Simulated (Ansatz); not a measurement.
GaN (model structure, started from the CsCl type, Pm-3m, No. 221, 2 atoms in the cell), treated with PBEsol (plane waves, PAW; Ansatz, a program for electronic structure).

Run with plane-wave cutoff 520 eV, 22×22×22 k mesh, Fermi–Dirac smearing 0.05 eV, scalar-relativistic PAW data made under PBE.

Cell (relaxed at this level):

```cif
data_GaN
_chemical_formula_sum 'Ga1 N1'
_space_group_name_H-M_alt 'P 1'
_space_group_IT_number 1
_cell_length_a 2.70197
_cell_length_b 2.70197
_cell_length_c 2.70197
_cell_angle_alpha 90.000
_cell_angle_beta 90.000
_cell_angle_gamma 90.000
loop_
_space_group_symop_operation_xyz
  'x, y, z'
loop_
_atom_site_label
_atom_site_type_symbol
_atom_site_fract_x
_atom_site_fract_y
_atom_site_fract_z
_atom_site_occupancy
Ga1 Ga 0.00000 0.00000 0.00000 1
N1 N 0.50000 0.50000 0.50000 1
```

Problem. What does this level give for the bulk modulus B0?

Solution. 
- bulk modulus B0: 170 GPa

The run finds no gap.

Note: the bulk modulus is −V dP/dV from two relaxed cells at ±2 % in volume; the relaxation could raise the start's symmetry but not lower it, so the cell can be a saddle point.

The computed numbers hold no vibrational or temperature effects.

Computing time: roughly 40 core-seconds.

A model structure was made by putting elements into a prototype or built by hand; it is no filed structure, need not be a known phase, and can be a saddle point held by its symmetry.
